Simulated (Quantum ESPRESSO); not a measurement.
How far to go with the plane-wave cutoff: TaNi3 (Fmm2, 4 atoms in the cell)

```
TaNi3
1.0
    0.00000     2.55880     3.71566
    2.55403     0.00000     3.71566
    2.55403     2.55880     0.00000
Ta Ni
1 3
Direct
  0.00673   0.00673   0.99327
  0.50000   0.50000   0.50000
  0.25000   0.25000   0.25000
  0.75000   0.75000   0.75000
```

Method of the run: PBEsol, PSlibrary ultrasoft (PBE) pseudopotentials (plane waves; Quantum ESPRESSO).

Base settings: ecutwfc = 50 Ry; ecutrho = 300 Ry; occupations = smearing; smearing = fd; degauss = 0.0073499 Ry; input_dft = pbesol; potentials = {Ta: Ta.pbe-spn-rrkjus_psl.1.0.0.UPF, Ni: Ni.pbe-n-rrkjus_psl.1.0.0.UPF}; K_POINTS = automatic 4 4 4 0 0 0; conv_thr = 1e-10 Ry; mixing_beta = 0.4.

Moved along: ecutrho.

The mesh stays at the base's, so the ladder's end is converged at best in this setting alone.

Only quantities that move along the ladder and can be compared are tabulated.

The count of work is k-points × plane waves × bands × iterations; it is no time. 

The starting cell comes from a database of computed structures (which also holds hypothetical and non-ambient phases and stackings), without a prior relaxation at this level. Its lattice was rescaled by up to half a per cent. One atom was moved a little off its site on purpose. Spin polarisation is off. In the base run, with a pressure of about -6 GPa the cell is away from its equilibrium volume at this level. Without a gap this mesh is coarse (it stands for a supercell whose shortest vector is 14 Å).

Steps (ecutwfc): 17.5 Ry; 20 Ry; 22 Ry; 25 Ry; 28 Ry; 35 Ry; 45 Ry; 50 Ry; 60 Ry; 75 Ry; 120 Ry.

**Question.** What is the coarsest ecutwfc that holds the pressure within 0.5 GPa?

**Answer.** Not settled: the last two steps still differ by 0.25 GPa, over half the tolerance, so the ladder does not show it.

**Question.** What is the coarsest ecutwfc that holds the forces within 0.01 eV/Å of the last step, with all finer ones?

**Answer.** 35 Ry, at 0.16 of the last step's count of work; the step before is off by 0.065 eV/Å.

**Question.** What is the coarsest ecutwfc that holds the free energy within 5 meV/atom?

**Answer.** Not settled: the last two steps still differ by 4.2 meV/atom, over half the tolerance, so the ladder does not show it.

```tsv
ecutwfc	free energy less the last step's (meV/atom)	pressure (GPa)	largest difference of a force vector from the last step's (eV/Å)	count of work / last
17.5 Ry	14908.52	-720.55	0.300	0.058
20 Ry	6562.93	-380.51	0.694	0.069
22 Ry	3428.87	-228.34	0.260	0.075
25 Ry	1296.25	-103.85	0.097	0.091
28 Ry	477.27	-43.12	0.065	0.11
35 Ry	106.34	-8.12	0.002	0.16
45 Ry	36.81	-6.73	0.002	0.25
50 Ry	17.51	-5.77	0.003	0.25
60 Ry	9.60	-4.84	0.000	0.38
75 Ry	4.15	-5.07	0.000	0.46
120 Ry	0.00	-4.82	0.000	1.0
```

At the lowest cutoff the pressure lies 716 GPa under the last step's, the usual sign of Pulay stress in an incomplete plane-wave basis.
